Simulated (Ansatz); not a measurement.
N on the 1x1 (111) surface of fcc Rh, one in a 2x2 cell, energies for each (25.4 Å²). Energies are against ½ N2(g), without zero-point or thermal terms; each row is named by its start.

Calculation: PBE (plane waves to 420 eV, PAW; Ansatz, an electronic-structure program).

### Question
Which site binds most strongly?
(A) hollow Rh-Rh-Rh over Rh at depth 2.2 Å
(B) top Rh
(C) hollow Rh-Rh-Rh over Rh at depth 4.4 Å

### Answer
A, hollow Rh-Rh-Rh over Rh at depth 2.2 Å. Adsorption energies: hollow Rh-Rh-Rh over Rh at depth 2.2 Å -0.23 eV; hollow Rh-Rh-Rh over Rh at depth 4.4 Å -0.06 eV; top Rh 1.69 eV.
